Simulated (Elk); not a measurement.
Worked example: self-consistent single point of Be (P6_3/mmc, 4 atoms in the cell) in Elk.

Computed with PBE, all-electron FP-LAPW, Elk's shipped species files, default APW+lo basis (Elk).

The change in words: lattice scaled by 0.98. Reference geometry:
```xyz
4
Lattice="2.3197 0.0000 0.0000 -1.1599 2.0089 0.0000 0.0000 0.0000 7.4637" Properties=species:S:1:pos:R:3 pbc="T T T"
Be     0.0000     0.0000     0.0000
Be     0.0000     0.0000     3.7319
Be     0.0000     1.3393     1.8659
Be     1.1599     0.6696     5.5978
```

Reference input (self-consistent single point, DFT, PBE, all-electron FP-LAPW, Elk's shipped species files, default APW+lo basis): xctype = 20; rgkmax = 7; stype = 0; swidth = 0.00499791 Ha; ngridk = 16 16 5. This run's input differs from it in these lines:

```diff
@@ -16,5 +16,5 @@
 avec
-    4.3836501914    0.0000000957    0.0000000000
-   -2.1918251785    3.7963523792    0.0000000000
-    0.0000000000    0.0000000000   14.1044244654
+    4.2959766190    0.0000005052    0.0000000000
+   -2.1479887470    3.7204246336    0.0000000000
+    0.0000000000    0.0000000000   13.8223355982
```

The program printed (abridged):

```
│ Self-consistent loop started │
│ Loop number : 1 │
 total energy                :     -59.5424069877
│ Loop number : 2 │
 total energy                :     -59.5387793031
RMS change in Kohn-Sham potential (target) :    12.45422773     (  0.1000000000E-05)
Absolute change in total energy (target)   :   0.3627684633E-02 (  0.1000000000E-03)
│ Loop number : 3 │
 total energy                :     -59.3386024029
RMS change in Kohn-Sham potential (target) :    6.308088888     (  0.1000000000E-05)
Absolute change in total energy (target)   :   0.2010838213     (  0.1000000000E-03)
│ Loop number : 4 │
   [... lines left out ...]
Absolute change in total energy (target)   :   0.1659132861E-03 (  0.1000000000E-03)
│ Loop number : 12 │
 total energy                :     -59.1137526329
RMS change in Kohn-Sham potential (target) :   0.7264523985E-05 (  0.1000000000E-05)
Absolute change in total energy (target)   :   0.4121721538E-04 (  0.1000000000E-03)
│ Loop number : 13 │
 total energy                :     -59.1137532840
RMS change in Kohn-Sham potential (target) :   0.5248697442E-06 (  0.1000000000E-05)
Absolute change in total energy (target)   :   0.9653184577E-05 (  0.1000000000E-03)
Convergence targets achieved

│ Loop number : 14 │

Energies :
 Fermi                       :     0.262190083742
 total energy                :     -59.1137533353

Density of states at Fermi energy :    5.604106300
 (states/Hartree/unit cell)

Estimated indirect band gap :   0.6868467439E-02
 from k-point     14 to k-point     20
Estimated direct band gap   :   0.1434318008E-01
 at k-point     90

Charges :
 core                        :    8.000000000
 valence                     :    8.000000000
 interstitial                :    4.498809739
 muffin-tins (core leakage)
  species :    1 (Be)
   atom    1                 :    2.877082841     (  0.1162028082E-02)
   atom    2                 :    2.877082841     (  0.1162028082E-02)
   atom    3                 :    2.873512290     (  0.1161188635E-02)
   atom    4                 :    2.873512290     (  0.1161188635E-02)
 total in muffin-tins        :    11.50119026
 total calculated charge     :    15.99465903
 total charge                :    16.00000000
 error                       :   0.5340969068E-02

│ Self-consistent loop stopped │
```

The run converged in 14 iterations. The count includes the last loop, which Elk runs after its targets are met. Against the reference run the total energy goes down by 22.0 meV/atom.

The starting cell was generated: these elements placed on a structure prototype, without a prior relaxation; it need not be a known phase or ordering of this composition. Its lattice was rescaled by a random factor within 2.5 % of one. For this run, on top of that: lattice scaled by 0.98. Values depend on the basis (sphere radii, cutoffs, local orbitals), which need not be converged. The log's line on a gap gives a spacing of levels on this mesh, which the program prints for metals too.

Cost on one core of a shared machine: roughly 30 s.
